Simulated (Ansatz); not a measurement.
Take InP in the zinc blende structure (space group F-43m, No. 216; a = 5.907 Å) as the base. Axes: x, y, z lie along the cube axes.

Calculations: Ansatz (an electronic-structure program) r2SCAN, scalar-relativistic without spin-orbit coupling.

Strains are applied to the cell and any free atomic positions relax; under biaxial strain the out-of-plane vector relaxes too; under stress the whole cell relaxes.

One change was made to it. Results:

```tsv
quantity	base	after
valence-band top at Γ (three highest levels, from the VBM)	0.00, 0.00, 0.00 eV	0.00, 0.00, -0.31 eV
band gap	1.03 eV	0.82 eV
```

Problem. Name the change that was made.
A) uniaxial stress, 3 GPa tension along x
B) biaxial strain −0.79 %, plane normal [001], relaxed out of plane
C) uniaxial strain ε_xx = −3.90 %
D) uniaxial stress, 5 GPa compression along z
E) biaxial strain +0.48 %, plane normal [111], relaxed out of plane

Solution. A, uniaxial stress, 3 GPa tension along x. For comparison, the band gap in the other runs: biaxial strain +0.48 %, plane normal [111], relaxed out of plane gives 0.96 eV; biaxial strain −0.79 %, plane normal [001], relaxed out of plane gives 1.04 eV; uniaxial strain ε_xx = −3.90 % gives 1.13 eV; uniaxial stress, 5 GPa compression along z gives 0.72 eV.

Stability under load was not tested beyond the relaxation.
